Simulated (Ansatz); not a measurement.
Consider this model of amorphous Hf18O36H.

```xyz
55
Lattice="8.7712 0.0000 0.0000 0.0000 8.7712 0.0000 0.0000 0.0000 8.7712" Properties=species:S:1:pos:R:3 pbc="T T T"
Hf     1.4542     0.7668     8.1392
Hf     4.8637     5.8219     1.8280
Hf     3.6132     2.0809     5.1008
Hf     3.8811     0.3468     2.1016
Hf     8.3734     7.2964     6.5822
Hf     5.2572     5.1014     5.4603
Hf     0.6960     0.5375     4.2455
Hf     6.8452     3.0410     8.3628
Hf     0.9481     3.8962     6.1602
Hf     5.9906     2.9011     2.9537
Hf     8.1706     5.8916     3.2020
Hf     0.7193     3.0229     1.4005
Hf     7.0988     8.3160     0.8525
Hf     2.9248     6.9013     4.2293
Hf     3.7839     3.2455     8.2647
Hf     1.7609     6.3439     0.3434
Hf     6.4092     8.5128     4.2308
Hf     4.5692     8.4932     7.3555
O      4.9525     7.9364     0.6347
O      6.2918     4.9579     3.4020
O      8.3764     1.5117     0.1932
O      0.7792     5.1707     1.7693
O      3.2602     3.9101     6.2752
O      4.0815     2.1338     3.0888
O      3.1999     1.3127     6.9889
O      2.9745     1.5319     0.7292
O      1.5559     2.3008     5.0492
O      5.4257     1.7072     8.1593
O      4.0947     6.8170     5.9399
O      1.0270     1.5443     2.5570
O      3.4024     5.1724     0.3302
O      7.5754     3.4057     1.5973
O      7.9871     3.1369     6.7397
O      0.2426     7.8068     0.0341
O      0.9167     7.0920     4.6213
O      1.5760     3.1380     8.2601
O      7.5086     1.6768     4.3116
O      2.7143     7.2484     2.0468
O      2.6954     7.8694     8.0713
O      6.8491     6.3566     1.3875
O      5.6095     4.4222     7.3916
O      0.7913     5.7282     7.2668
O      0.5827     0.2810     6.3814
O      2.8069     0.1909     4.0965
O      6.9133     6.6208     5.1901
O      6.0605     0.8370     2.2581
O      8.0658     8.0487     2.9078
O      5.1425     0.5699     5.5087
O      0.1742     4.6072     4.4858
O      6.6989     7.9916     7.5463
O      5.1572     3.7335     1.1993
O      3.7903     5.1903     3.6553
O      5.3953     3.1622     4.9366
O      4.9126     7.4879     3.2826
H      7.4753     2.1557     5.1854
```

Calculation: PBE, scalar-relativistic without spin-orbit coupling (plane waves to 420 eV, PAW; Ansatz, a first-principles code). The usual formal charges leave 1 electrons over, so the level spacing at the Fermi energy parts defect or band states and needn't be the band gap. In the spin-polarised cell the level spacing at the Fermi energy can part levels of unlike spin.

The cell was made by melting and quenching with the CHGNet potential and then relaxed with DFT. O atoms were pushed apart under 1.9 Å during the dynamics, to hinder bonds among them. The hot cell started wider than the set density and was brought back towards it in steps. It is the lowest in DFT energy of 2 quenches. It is a model cell: composition and starting density were chosen by hand, and all elements were melted together. No dispersion term was used. Its density started from a set value of 8.94 and ended at 9.33 g/cm³. The simulated quench (nominally 500 K/ps over its main leg) is rapid and tends to freeze in more defects than a deposited or slowly cooled glass has. Values belong to this one cell and scatter from quench to quench. The volume was free in the relaxation, at fixed shape. Stress components on the final sampling reach 2.1 GPa. On a 2×2×2 Γ-centred mesh force components of up to 0.12 eV/Å stay, since the relaxation ran on the zone centre alone. Cycles of charging lowered its energy after that relaxation.

Neighbours within Hf-Hf 3.34 Å, Hf-O 2.66 Å, Hf-H 2.27 Å, O-O 1.58 Å, O-H 1.16 Å, H-H 0.90 Å count as bonded. Two cations that share two anions don't count as bonded, nor two that share one unless they lie closer than Hf-Hf 3.25 Å.

Q: Give the coordination numbers, mean bond lengths and angles.

A: 
| Property | Value |
|---|---|
| Mean coordination of Hf by anions | 6.67 (1 with 5, 6 with 6, 9 with 7, 2 with 8) |
| Mean coordination of O | 3.36 (3 with 2, 17 with 3, 16 with 4) |
| Mean coordination of H | 1.00 (1 with 1) |
| Mean Hf-O bond | 2.175 Å (spread 0.127 Å, 120 counted) |
| Bond angle at Hf | mean 101.7°, spread 29.8° |
| Bond angle at O | mean 111.9°, spread 16.4° |

Q: List the pairs of like atoms that count as bonded by the rules above.

A: There are none by these rules.
